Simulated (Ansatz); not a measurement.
Worked example: self-consistent single point of Be3Ir (I4mm, 4 atoms in the cell) in Ansatz (a program for electronic structure).

Level of theory: LDA (PW92), default PAW files made with PBE (plane waves; Ansatz).

```yaml
crystal:
  lattice:
    - [-1.62345, 1.62345, 3.60744]
    - [1.62345, -1.62345, 3.60744]
    - [1.62345, 1.62345, -3.60744]
  atoms:
    - { symbol: Be, position: [0.75000, 0.25000, 0.50000] }
    - { symbol: Be, position: [0.25000, 0.75000, 0.50000] }
    - { symbol: Be, position: [0.50693, 0.50693, 0.00000] }
    - { symbol: Ir, position: [0.00000, 0.00000, 0.00000] }
```

Reference input (self-consistent single point, DFT, LDA (PW92), plane waves, default PAW files made with PBE): basis.ecutwfc = 420 eV; kpoints.mp_grid.grid = 14 14 14; hamiltonian.xc = lda; hamiltonian.pseudopotentials = {kind: paw} (the program's default PAW files); scf.occupations.method = fermi_dirac; scf.occupations.width = 0.1 eV. This run's input differs from it in these lines:

Ansatz 0.2 input:
```diff
@@ -14,3 +14,3 @@
 kpoints:
-  mp_grid: { grid: [14, 14, 14] }
+  mp_grid: { grid: [9, 9, 9] }
 hamiltonian:
@@ -19,3 +19,3 @@
 scf:
-  occupations: { method: fermi_dirac, width: 0.1 eV }
+  occupations: { method: fermi_dirac, width: 0.02 eV }
 output:
```

Log, with long lists cut:

```
SCF iter   1: F=—  HF=-11929.863164 eV  |F-HF|=—  |Δ(HF+E_count)|=         —  Δρ=6.54e-3  dr2=1.19e-2  ethr=1.77e-3  ⟨swp⟩=5.9  Hψ=6173  notcnv=0
all-band conjugate gradients solve this SCF's bands
preconditioner: auto → Kerker (q_TF=auto, 2.509 Å⁻¹)
SCF iter   2: F=—  HF=-11929.861075 eV  |F-HF|=—  |Δ(HF+E_count)|=   2.09e-3  Δρ=3.72e-3  dr2=3.98e-3  ethr=5.15e-5  ⟨swp⟩=1.6  Hψ=1861  notcnv=0  defer=2
SCF iter   3: F=—  HF=-11929.859973 eV  |F-HF|=—  |Δ(HF+E_count)|=   1.10e-3  Δρ=1.15e-3  dr2=8.17e-4  ethr=1.73e-5  ⟨swp⟩=2.3  Hψ=1963  notcnv=0  defer=8
SCF iter   4: F=—  HF=-11929.859799 eV  |F-HF|=—  |Δ(HF+E_count)|=   1.74e-4  Δρ=2.62e-4  dr2=1.28e-5  ethr=3.55e-6  ⟨swp⟩=2.6  Hψ=1727  notcnv=0  defer=7
SCF iter   5: F=—  HF=-11929.859788 eV  |F-HF|=—  |Δ(HF+E_count)|=   1.09e-5  Δρ=3.83e-5  dr2=5.75e-7  ethr=5.55e-8  ⟨swp⟩=2.5  Hψ=1907  notcnv=0  defer=7
SCF iter   6: F=-11929.859788 eV  HF=-11929.859788 eV  |F-HF|=1.51e-8  |Δ(HF+E_count)|=   1.04e-7  Δρ=8.13e-6  dr2=2.84e-8  ethr=4.35e-10  ⟨swp⟩=5.4  Hψ=4309  notcnv=0
SCF 1 converged in 6 iterations: F = -11929.859788 eV  dr2 = 2.84e-8
Free energy (F): -11929.859788 eV
Internal energy: -11929.855915 eV  (E = F + TS)
E sigma→0 (E₀):  -11929.857852 eV
Entropy (-TS):   -0.003873 eV (-0.968 meV/atom)
Fermi energy:    13.940647 eV
--- Forces (eV/Å), atoms counted from 1 ---
  atom   1  Be     0.00000000    -0.00000000     0.04714214
  atom   2  Be    -0.00000000     0.00000000     0.04714214
  atom   3  Be    -0.00000000    -0.00000000    -0.03863366
  atom   4  Ir     0.00000000     0.00000000    -0.05566197
--- Stress (GPa, compression-positive) ---
       -3.924955      -0.000000       0.000000
       -0.000000      -3.924955       0.000000
        0.000000      -0.000000      -4.755127
  P = ⅓ Tr σ = -4.2017 GPa (-42.017 kbar)
  The stress holds the Pulay correction. Without it, at fixed plane waves, as pw.x and ABINIT print it: P = -4.2322 GPa
```

The run converged in 6 iterations. Against the reference run the free energy goes up by 7.9 meV/atom, the pressure goes from -4.44 to -4.20 GPa and the largest force moves little (0.058 to 0.056 eV/Å).

The starting cell comes from a database of computed structures (which also holds hypothetical and non-ambient phases and stackings), without a prior relaxation at this level. Its lattice was rescaled by up to half a per cent. One atom was moved a little off its site on purpose. Spin polarisation is off. With a pressure of about -4 GPa the cell is away from its equilibrium volume at this level. Ansatz's pressure includes its estimate of the finite-basis (Pulay) stress.
